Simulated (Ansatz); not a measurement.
Surface energy of faces of bcc Na in PBE and in RPBE, in Ansatz (plane waves, PAW). Symmetric slabs relaxed with PBE from ideal cuts in 1x1 cells (the lowest computed cut and spin start of each face; real faces may reconstruct in larger cells); RPBE values are single points on them, with the bulk at the same level. No spin-orbit coupling, no U.

```tsv
face	PBE (J/m²)	RPBE (J/m²)
(100)	0.23	?
(110)	0.21	0.18
(111)	0.25	0.23
(210)	0.22	0.20
(211)	0.23	0.21
(221)	0.24	0.22
(310)	0.23	0.20
(320)	0.22	0.20
(332)	0.25	0.22
```

Problem. Fit a straight line y = a·x + b by least squares to the 8 complete rows (x: PBE (J/m²); y: RPBE (J/m²)).

Solution. the means are x̄ = 0.2312 and ȳ = 0.2075; Σ(x − x̄)² = 0.0014875 and Σ(x − x̄)(y − ȳ) = 0.0015250, so a = 1.025 and b = ȳ − a·x̄ = -0.030. The largest residual is 0.007.

Problem. What does the line predict for the withheld row, (100), and what did the calculation give?

Solution. the line gives 0.21; the calculation gave 0.20, a miss of -0.01, of the size of the fitted rows' scatter and rounding.

Ansatz is an electronic-structure program.
